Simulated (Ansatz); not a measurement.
Input and output of a self-consistent single point for NaLaC₂O₆ (Pmc2_1, 20 atoms in the cell) (Ansatz, a quantum-chemistry and plane-wave program).

Method of the run: PBEsol, default PAW files made with PBE (plane waves; Ansatz).

```xyz
20
Lattice="5.1744 0.0000 0.0000 0.0000 6.4528 0.0000 0.0000 0.0000 7.2264" Properties=species:S:1:pos:R:3 pbc="T T T"
Na     2.5872     0.1116     5.0769
Na     2.5872     6.3412     1.4637
La     0.0000     4.0801     3.6347
La     0.0000     2.3727     0.0215
C      2.5872     3.4451     1.2576
C      2.5872     3.0077     4.8708
C      0.0000     5.9280     6.6297
C      0.0000     0.5248     3.0165
O      2.5872     2.3165     0.6424
O      2.5872     4.1363     4.2555
O      4.0783     6.3650     3.2834
O      1.0960     0.0879     6.8966
O      1.0960     6.3650     3.2834
O      4.0783     0.0879     6.8966
O      3.7157     2.4445     5.1366
O      1.4587     4.0084     1.5234
O      1.4587     2.4445     5.1366
O      3.7157     4.0084     1.5234
O      0.0000     4.7605     6.0686
O      0.0000     1.6923     2.4555
```

Reference input (self-consistent single point, DFT, PBEsol, plane waves, default PAW files made with PBE): basis.ecutwfc = 30.9 Ry; kpoints.mp_grid.grid = 4 3 3; hamiltonian.xc = pbesol; hamiltonian.pseudopotentials = {kind: paw} (the program's default PAW files); scf.occupations.method = fixed. This run's input differs from it in these lines:

Ansatz 0.2 input:
```diff
@@ -27,3 +27,3 @@
 basis:
-  ecutwfc: 30.9 Ry
+  ecutwfc: 46.3 Ry
 kpoints:
```

Output (repeated stretches shortened):

```
SCF iter   1: F=—  HF=-23004.968925 eV  |F-HF|=—  |Δ(HF+E_count)|=         —  Δρ=1.16e-2  dr2=2.53e-1  ethr=1.77e-3  ⟨swp⟩=4.2  Hψ=3487  notcnv=0  defer=84
all-band conjugate gradients solve this SCF's bands
preconditioner: auto → Resta (q_TF=auto, 2.455 Å⁻¹)
SCF iter   2: F=—  HF=-23004.903161 eV  |F-HF|=—  |Δ(HF+E_count)|=   6.58e-2  Δρ=2.59e-3  dr2=1.04e-2  ethr=1.98e-4  ⟨swp⟩=2.0  Hψ=1878  notcnv=0  defer=210
   [... lines left out ...]
SCF iter   6: F=—  HF=-23004.903486 eV  |F-HF|=—  |Δ(HF+E_count)|=   1.01e-4  Δρ=5.71e-5  dr2=7.34e-6  ethr=2.90e-8  ⟨swp⟩=2.0  Hψ=1644  notcnv=0  defer=84
SCF iter   7: F=—  HF=-23004.903489 eV  |F-HF|=—  |Δ(HF+E_count)|=   2.67e-6  Δρ=1.43e-5  dr2=6.37e-7  ethr=5.73e-9  ⟨swp⟩=2.0  Hψ=1644  notcnv=0  defer=84
SCF iter   8: F=—  HF=-23004.903489 eV  |F-HF|=—  |Δ(HF+E_count)|=   8.48e-7  Δρ=1.00e-5  dr2=2.10e-7  ethr=7.81e-11  ⟨swp⟩=13.4  Hψ=5869  notcnv=0
SCF iter   9: F=-23004.903490 eV  HF=-23004.903489 eV  |F-HF|=2.65e-8  |Δ(HF+E_count)|=   1.80e-8  Δρ=2.41e-6  dr2=1.71e-8  ethr=7.81e-11  ⟨swp⟩=5.2  Hψ=3587  notcnv=0
SCF 1 converged in 9 iterations: F = -23004.903490 eV  dr2 = 1.71e-8
Free energy (F): -23004.903490 eV
Internal energy: -23004.903490 eV  (E = F + TS)
E sigma→0 (E₀):  -23004.903490 eV
Fermi energy:    5.399288 eV
--- Forces (eV/Å), atoms counted from 1 ---
  atom   1  Na     0.00000000     0.02356368     0.00229248
  atom   2  Na     0.00000000    -0.02356368     0.00229248
  atom   3  La    -0.00000000     0.02999913    -0.00118201
  atom   4  La     0.00000000    -0.02999913    -0.00118201
  atom   5  C      0.00000000    -0.05763893    -0.03981476
  atom   6  C      0.00000000     0.05763893    -0.03981476
  atom   7  C      0.00000000     0.01864708     0.01832717
  atom   8  C      0.00000000    -0.01864708     0.01832717
  atom   9  O      0.00000000    -0.15837340    -0.11438115
   [... lines left out ...]
  atom  20  O      0.00000000     0.18354698    -0.08177444
--- Stress (GPa, compression-positive) ---
       -0.606471       0.000000       0.000000
        0.000000      -0.830264       0.000000
        0.000000       0.000000      -1.283867
  P = ⅓ Tr σ = -0.9069 GPa (-9.069 kbar)
  The stress holds the Pulay correction. Without it, at fixed plane waves, as pw.x and ABINIT print it: P = -0.9269 GPa
```

The run converged in 9 iterations. Against the reference run the free energy drops by 4.8 meV/atom, the pressure hardly changes (-0.89 to -0.91 GPa), the largest force moves little (0.207 to 0.201 eV/Å) and the gap on the mesh stays at 4.083 eV.

The starting cell comes from a database of computed structures (which also holds hypothetical and non-ambient phases and stackings), without a prior relaxation at this level. Its lattice was rescaled by a random factor within 2.5 % of one. Ansatz's pressure includes its estimate of the finite-basis (Pulay) stress.

Cost on one core of a shared machine: roughly 40 s.
